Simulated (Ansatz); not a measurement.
Ga₂O₃ (model structure, started from the Bi2Te3 type, R-3m, No. 166, 5 atoms in the cell), treated with PBEsol in Ansatz (PAW).

Run with plane-wave cutoff 520 eV, 14×14×14 k mesh, Fermi–Dirac smearing 0.01 eV, scalar-relativistic PAW data made under PBE.

Cell (relaxed at this level):

```
Ga2O3
1.0
    1.49410     0.86262     7.60292
   -1.49410     0.86262     7.60292
    0.00000    -1.72524     7.60292
Ga O
2 3
Direct
  0.39451   0.39451   0.39451
  0.60549   0.60549   0.60549
  0.00000   0.00000   0.00000
  0.23983   0.23983   0.23983
  0.76017   0.76017   0.76017
```

Problem. Estimate the band gap that the calculation returns.

Solution. 
* **band gap**: 2.84 eV (on the SCF k mesh)

Note: the relaxation could raise the start's symmetry but not lower it, so the cell can be a saddle point; the cell has widely spaced layers and the level no dispersion term, so their spacing and the moduli can rest on weak binding.

Spin–orbit coupling is not included.

A model structure was made by putting elements into a prototype or built by hand; it is no filed structure, need not be a known phase, and can be a saddle point held by its symmetry.

Ansatz is a first-principles code.
